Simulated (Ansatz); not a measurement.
# Se interstitial in zinc-blende ZnSe

All values below come from PBE, PAW (plane waves to 420 eV; Ansatz, a first-principles code). Cell: 64 sites, 2×2×2 repeats of a cell of 8 atoms; final energies on a 2×2×2 shifted mesh. Site at the start: void with 4Se nearest. Energies of charged states are corrected for periodic images (point charge plus alignment at distant sites). Dielectric constants: PBE linear response of the host. Host gap at this level: 1.15 eV. A cell of this size leaves errors of a few tenths of an eV. The semilocal functional narrows the gap, so deep levels can fall outside it. Spin–orbit coupling is left out. Each state is the lowest found from its start.

Formation energies E_f are given with the Fermi level at the valence-band maximum. Chemical conditions: Se-rich (Δμ(Se) = 0.00 eV; only phases computed here count, gases as isolated molecules at 0 K); Zn-rich (Δμ(Se) = -1.43 eV; only phases computed here count, gases as isolated molecules at 0 K). Reference phases: Se: trigonal Se.

The name describes the start; the neighbours show where the atoms ended.

Charges with a result: +1, 0, −1, −2. Others weren't obtained, and one of them could lie lower, also by skipping a charge.

```csv
charge,moment (μB),largest move off a lattice site (Å),neighbours of the last Se atom of the defect at the end (Å),image correction with alignment (eV),"E_f, Se-rich (eV)","E_f, Zn-rich (eV)"
+1,1.0,1.21,"Se 2.32, Zn 2.43, Zn 2.62, Se 3.11, Zn 3.19, Se 3.38",0.33,2.16,3.59
0,not spin-polarised,1.24,"Se 2.37, Zn 2.39, Zn 2.49, Zn 3.10, Se 3.11",0.00,2.30,3.72
−1†,1.0,0.33,"Zn 2.47, Zn 2.47, Zn 2.48, Zn 2.48, Se 3.00, Se 3.03",-0.02,–,–
−2†,not spin-polarised,0.32,"Zn 2.41, Zn 2.41, Zn 2.41, Zn 2.41",0.28,–,–
```

† Not settled in this cell, so no level is given: charge −1: level within 0.1 eV of a band edge or past it; charge −2: level within 0.1 eV of a band edge or past it.

No other site or start that was run ended lower by more than 0.1 eV.

Transition levels above the valence-band maximum: ε(+1/0) = 0.13 eV. On the lower envelope of the bound states, inside the gap: (+1/0) at 0.13 eV.

Flagged in the runs: a strain field that reaches the edge of the cell.
